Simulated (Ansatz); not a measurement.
Base system: Ru$_{5}$Si$_{3}$ (space group Pbam, No. 55; a cell from a computed database, its experimental status unchecked).

```
CELL_PARAMETERS angstrom
      5.20511     0.00000     0.00000
      0.00000     9.76987     0.00000
      0.00000     0.00000     4.01232
ATOMIC_POSITIONS crystal
  Si 0.00000 0.00000 0.00000
  Si 0.50000 0.50000 0.00000
  Si 0.36661 0.86391 0.50000
  Si 0.63339 0.13609 0.50000
  Si 0.86661 0.63609 0.50000
  Si 0.13339 0.36391 0.50000
  Ru 0.00000 0.50000 0.00000
  Ru 0.50000 0.00000 0.00000
  Ru 0.15653 0.77258 0.00000
  Ru 0.84347 0.22742 0.00000
  Ru 0.65653 0.72742 0.00000
  Ru 0.34347 0.27258 0.00000
  Ru 0.33407 0.60955 0.50000
  Ru 0.66593 0.39045 0.50000
  Ru 0.83407 0.89045 0.50000
  Ru 0.16593 0.10955 0.50000
```

Computed with PBEsol/PAW in Ansatz (a program for electronic structure), without spin-orbit coupling.

One change was made to it. Results:

```csv
quantity,base,after
shortest interatomic distance,236.7 pm,236.0 pm
band gap,zero,zero
```

Q: What was done to the base?
A) pressure −2 GPa
B) pressure 3 GPa
C) pressure −1 GPa
D) pressure 10 GPa
E) pressure 7.5 GPa

A: B, pressure 3 GPa. For comparison, the shortest interatomic distance in the other runs: pressure −2 GPa gives 237.1 pm; pressure −1 GPa gives 236.9 pm; pressure 10 GPa gives 234.5 pm; pressure 7.5 GPa gives 235.0 pm.

Load acts through the strain it causes; cell and atoms are relaxed under it. Stability against distortions was not tested. No other phases were tried under pressure. All final runs are without spin polarisation.
